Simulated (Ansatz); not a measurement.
SrMoO3, pressure series

The parent structure is SrMoO$_{3}$ (space group I4/mcm, No. 140; a = 5.584 Å, c = 7.904 Å; a cell from a computed database, its experimental status unchecked).

Cell and atoms are relaxed at each pressure.

Level of theory: PBEsol in Ansatz (plane waves to 420 eV, PAW, no spin-orbit coupling).

Notes on the quantities. enthalpy: H = E + PV relative to the base's energy.

```tsv
case	density	enthalpy
base	6.24 g/cm³	–
pressure −2 GPa	6.17 g/cm³	-0.15 eV/atom
pressure −1 GPa	6.21 g/cm³	-0.08 eV/atom
pressure 0.3 GPa	6.25 g/cm³	+0.02 eV/atom
pressure 0.7 GPa	6.26 g/cm³	+0.05 eV/atom
pressure 1.5 GPa	…	+0.11 eV/atom
pressure 3 GPa	6.33 g/cm³	+0.23 eV/atom
pressure 5 GPa	6.39 g/cm³	+0.38 eV/atom
pressure 7.5 GPa	6.47 g/cm³	+0.57 eV/atom
pressure 10 GPa	6.54 g/cm³	+0.75 eV/atom
```

Task: Some entries are withheld; estimate them.

Result: 
- pressure 1.5 GPa, density: 6.29 g/cm³

Load acts through the strain it causes; cell and atoms are relaxed under it. Whether these cells are dynamically stable was not tested. No other phases were tried under pressure. No Hubbard U is applied, and correlation can decide whether such a compound is a metal. All final runs are without spin polarisation.

Ansatz is a quantum-chemistry and plane-wave program.
